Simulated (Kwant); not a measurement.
Device: GaAs/Al0.3Ga0.7As stack with 3 barriers. One parabolic valley. Leads of mass 0.067 mₑ with the band edge at 0; grid 0.1 nm; bias 0.072 V, dropping linearly over the stack.

```tsv
layer	thickness (nm)	band offset (eV)	mass (mₑ)
1	2.2	0.24	0.092
2	2.7	0	0.067
3	2.2	0.24	0.092
4	2.7	0	0.067
5	2.2	0.24	0.092
```

Constants are typed, rounded textbook-type inputs, not results; the design itself was drawn at random and stands for no fabricated device.

Kwant, one-band effective-mass tight-binding model in one dimension, coherent, no space charge.

| E (eV) | A | B | C | D | E |
|---|---|---|---|---|---|
| 0.001200 | 3.1e-5 | 3.1e-5 | 3.3e-5 | 3.3e-5 | 3.1e-5 |
| 0.02222 | 0.00060 | 0.00071 | 0.00050 | 0.0011 | 0.00054 |
| 0.04324 | 0.0057 | 0.0088 | 0.0031 | 0.033 | 0.0041 |
| 0.06425 | 0.13 | 0.43 | 0.031 | 0.34 | 0.059 |
| 0.08527 | 0.30 | 0.29 | 0.29 | 0.29 | 0.31 |
| 0.1063 | 0.25 | 0.52 | 0.10 | 0.53 | 0.15 |
| 0.1273 | 0.72 | 0.65 | 0.087 | 0.095 | 0.21 |
| 0.1483 | 0.52 | 0.14 | 0.13 | 0.040 | 0.61 |
| 0.1693 | 0.15 | 0.059 | 0.27 | 0.028 | 0.62 |
| 0.1904 | 0.072 | 0.039 | 0.64 | 0.026 | 0.21 |
| 0.2114 | 0.050 | 0.033 | 0.54 | 0.028 | 0.11 |
| 0.2324 | 0.043 | 0.033 | 0.27 | 0.037 | 0.075 |
| 0.2534 | 0.042 | 0.038 | 0.17 | 0.056 | 0.063 |
| 0.2744 | 0.047 | 0.048 | 0.13 | 0.098 | 0.060 |
| 0.2954 | 0.057 | 0.066 | 0.11 | 0.20 | 0.064 |
| 0.3165 | 0.076 | 0.10 | 0.11 | 0.45 | 0.075 |
| 0.3375 | 0.11 | 0.17 | 0.12 | 0.79 | 0.094 |
| 0.3600 | 0.17 | 0.32 | 0.14 | 0.75 | 0.13 |

Question: Column A is the base. The others each differ by one change: width of the first well 2.7 → 1.6 nm; width of the first well 2.7 → 2.2 nm; width of the first well 2.7 → 3.2 nm; width of the first well 2.7 → 4.1 nm. Which is which?

Answer: B: width of the first well 2.7 → 3.2 nm; C: width of the first well 2.7 → 1.6 nm; D: width of the first well 2.7 → 4.1 nm; E: width of the first well 2.7 → 2.2 nm.
